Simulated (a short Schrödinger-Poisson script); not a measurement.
Structure: MOS inversion layer, SiO2 on p-type Si(100), at 400 K.

From the gate side: 2.2 nm SiO2; 230 nm Si, acceptors 3.6e18 cm⁻³.

Constants are typed, rounded textbook-type inputs, not results; the design itself was drawn at random and stands for no fabricated device. SiO2: permittivity 3.9, conduction-band edge (eV) 3.15, gap (eV) 9, electron mass (mₑ) 0.5. Si: permittivity 11.7, conduction-band edge (eV) 0, gap (eV) 1.124, Nv at 300 K (cm⁻³) 3.1e19.

Channel valleys (confinement mass, in-plane density-of-states mass, number): Δ2 0.916, 0.19, 2; Δ4 0.19, 0.417, 4. At the gate the conduction-band edge of layer 1 lies 3.47 eV − eVg above the Fermi level of the channel; the field vanishes at the back. Gaps are held at their typed values at every temperature. Mesh 0.03 nm at interfaces.

From a short Schrödinger-Poisson script (our own, NumPy): 1D Poisson equation in equilibrium, electrons quantum, Hartree (BenDaniel-Duke, 12 states a valley, the channel's in-plane mass for all, wave functions ending at the dielectric), parabolic valleys, classical holes, full ionisation, no traps, pinning or gate leakage.

```csv
Vg (V),electrons (cm⁻²),C (μF/cm²),Δ2 E0 (meV from the Fermi level),Δ4 E0 (meV from the Fermi level)
0.9,3.76e9,0.427,257.4,369.6
1,2.60e10,0.462,190.1,305.7
1.1,1.46e11,0.645,129.8,248.7
1.2,4.90e11,0.912,86.9,208.7
1.3,1.03e12,1.08,59.5,184.1
1.4,1.68e12,1.17,40.6,168.0
1.5,2.39e12,1.22,26.4,156.4
1.6,3.14e12,1.25,14.8,147.4
1.7,3.90e12,1.27,4.9,140.0
1.8,4.69e12,1.29,-3.8,133.8
1.9,5.48e12,1.30,-11.7,128.3
2,6.28e12,1.31,-19.0,123.5
2.1,7.09e12,1.32,-25.7,119.1
2.2,7.91e12,1.33,-32.1,115.1
2.3,8.73e12,1.33,-38.2,111.4
2.4,9.56e12,1.34,-44.0,107.9
2.5,1.04e13,1.34,-49.6,104.6
```

Gate voltages with under 1e9 electrons/cm² are left out.

**Question.** At Vg = 2.5 V the lowest Δ2 subband lies at -49.6 meV from the Fermi level. How many electrons does it hold, and what share of all?

**Answer.** The two-dimensional density of states is g m/(πħ²) = 1.59e11 cm⁻² meV⁻¹ (both spins), kT = 34.5 meV, so n = D kT ln(1 + exp(−E/kT)) = 9.04e12 cm⁻², 0.87 of the 1.04e13 cm⁻² in all.

**Question.** Compare the slope of the sheet density between 2.3 and 2.5 V with the geometric capacitance of the layers between gate and channel.

**Answer.** q Δn/ΔV = 1.34 μF/cm²; ε0/Σ(t/ε) = 1.57 μF/cm². The ratio is 0.85: the channel acts as a further capacitance in series.
